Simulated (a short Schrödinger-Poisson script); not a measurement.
Structure: MOS inversion layer, SiO2 on p-type Si(110), at 300 K.

From the gate side: 1.5 nm SiO2; 730 nm Si, acceptors 3.5e17 cm⁻³.

The device is made up for the run: typed textbook-type constants, with dimensions and the other settings drawn at random. SiO2: permittivity 3.9, conduction-band edge (eV) 3.15, gap (eV) 9, electron mass (mₑ) 0.5. Si: permittivity 11.7, conduction-band edge (eV) 0, gap (eV) 1.124, Nv at 300 K (cm⁻³) 3.1e19.

Channel valleys (confinement mass, in-plane density-of-states mass, number): Δ4 0.315, 0.324, 4; Δ2 0.19, 0.417, 2. At the gate the conduction-band edge of layer 1 lies 3.44 eV − eVg above the Fermi level of the channel; the field vanishes at the back. Gaps are held at their typed values at every temperature. Mesh 0.03 nm at interfaces.

Solved with a short Schrödinger-Poisson script written for these runs: 1D Poisson equation in equilibrium, electrons quantum, Hartree (BenDaniel-Duke, 12 states a valley, the channel's in-plane mass for all, wave functions ending at the dielectric), parabolic valleys, classical holes, full ionisation, no traps, pinning or gate leakage.

```tsv
Vg (V)	electrons (cm⁻²)	C (μF/cm²)	Δ4 E0 (meV from the Fermi level)	Δ2 E0 (meV from the Fermi level)
0.3	1.92e9	0.180	237.8	257.7
0.35	1.03e10	0.216	194.2	214.5
0.4	5.00e10	0.374	153.2	173.9
0.45	1.80e11	0.713	119.8	141.1
0.5	4.31e11	1.03	96.8	118.9
0.55	7.72e11	1.23	81.3	104.3
0.6	1.17e12	1.35	70.1	94.0
0.65	1.60e12	1.43	61.5	86.4
0.7	2.05e12	1.49	54.5	80.4
0.75	2.52e12	1.53	48.6	75.5
0.8	3.00e12	1.57	43.5	71.5
0.85	3.49e12	1.60	39.0	68.0
0.9	4.00e12	1.62	35.0	64.9
0.95	4.50e12	1.64	31.3	62.2
1	5.02e12	1.66	28.0	59.8
1.05	5.54e12	1.68	24.9	57.7
1.1	6.06e12	1.69	22.0	55.7
1.15	6.59e12	1.70	19.2	53.9
```

Gate voltages with under 1e9 electrons/cm² are left out.

Task: At Vg = 1.15 V the lowest Δ4 subband lies at 19.2 meV from the Fermi level. How many electrons does it hold, and what share of all?

Result: The two-dimensional density of states is g m/(πħ²) = 5.41e11 cm⁻² meV⁻¹ (both spins), kT = 25.9 meV, so n = D kT ln(1 + exp(−E/kT)) = 5.44e12 cm⁻², 0.83 of the 6.59e12 cm⁻² in all.

Task: Compare the slope of the sheet density between 1.05 and 1.15 V with the geometric capacitance of the layers between gate and channel.

Result: q Δn/ΔV = 1.68 μF/cm²; ε0/Σ(t/ε) = 2.30 μF/cm². The ratio is 0.73: the channel acts as a further capacitance in series.
